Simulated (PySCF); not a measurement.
PySCF 2.14.0, WB97X/def2-tzvp, df: Zr(NH)(Cl)2 ([NH]=[Zr]([Cl])[Cl]), 5 atoms. The geometry is a generated start, not checked to be a minimum at this level.

```json
{
  "task": "energy",
  "method": "wb97x",
  "basis": "def2-tzvp",
  "two_electron_scheme": "density fitting",
  "mol.max_memory": "3000 MB",
  "mf.max_cycle": "100",
  "mf.init_guess": "minao (default)",
  "mf.DIIS": "CDIIS (default)",
  "mf.diis_space": "8 (default)",
  "mf.conv_tol": "1e-09 (default)",
  "mf.grids.level": "3 (default)",
  "effective_core_potentials": "those of the basis set, past Kr",
  "basis_functions": "151",
  "grid_points": "83864"
}
```

```xyz
5

Zr     0.1809     0.3509     0.1685
N     -0.4471    -1.1841    -0.6299
H     -0.8083    -2.0199    -1.0930
Cl     1.4695     0.3941     2.0565
Cl    -0.3949     2.4591    -0.5020
```

Charge 0 and multiplicity 1 are set for this test and not shown to be the ground state.

One run each on 2 threads, 1 BLAS thread. Values of level_shift (Hartree) tried: 0 (default), 0.1, 0.3, 1.

Which value of level_shift (Hartree) needs the fewest Fock builds, and what happens away from it?

Fewest Fock builds, within one of each other: 0 (default) with 15, 0.1 with 16. The count rises to 31 at 1. All converge to one solution.

| level_shift (Hartree) | Fock builds | end |
|---|---|---|
| 0 (default) | 15 | same solution |
| 0.1 | 16 | same solution |
| 0.3 | 19 | same solution |
| 1 | 31 | same solution |
